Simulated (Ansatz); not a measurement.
**VN, response to strain**

Take VN in the rock salt structure (space group Fm-3m, No. 225; a = 4.075 Å; relaxed with 0.1 eV smearing) as the base. Axes: x, y, z lie along the cube axes.

Strains are applied to the cell and any free atomic positions relax; under biaxial strain the out-of-plane vector relaxes too.

Method: PBEsol (Ansatz, a first-principles code), without spin-orbit coupling, earlier PAW set.

Notes on the quantities. pressure: mean of the normal stresses, compression positive; energy relative to the base: free energy F.

| case | pressure | energy relative to the base | volume per atom |
|---|---|---|---|
| base | 0.0 GPa | 0 meV/atom | 8.46 Å³ |
| biaxial strain +2.29 %, plane normal [001], relaxed out of plane | -10.2 GPa | +20 meV/atom | 8.75 Å³ |
| biaxial strain +3.42 %, plane normal [001], relaxed out of plane | -14.1 GPa | +42 meV/atom | 8.91 Å³ |
| biaxial strain +2.84 %, plane normal [110], relaxed out of plane | -10.3 GPa | +24 meV/atom | 8.75 Å³ |
| biaxial strain −1.27 %, plane normal [111], relaxed out of plane | 4.5 GPa | +4.5 meV/atom | 8.35 Å³ |
| biaxial strain +0.48 %, plane normal [111], relaxed out of plane | -1.7 GPa | +0.6 meV/atom | 8.50 Å³ |
| isotropic strain −2.92 % | 36.9 GPa | +77 meV/atom | 7.74 Å³ |
| uniaxial strain ε_yy = +5.19 % | -13.9 GPa | +39 meV/atom | 8.90 Å³ |
| tensor shear ε_xz = −0.79 % | 0.0 GPa | +0.9 meV/atom | 8.46 Å³ |
| tensor shear ε_xz = −0.66 % | 0.0 GPa | +0.6 meV/atom | 8.46 Å³ |

A biaxial case was relaxed in a doubled cell and then solved in the primitive one. Stability against distortions was not tested. Seeded moments were not kept for the base. The final runs are not spin-polarised.
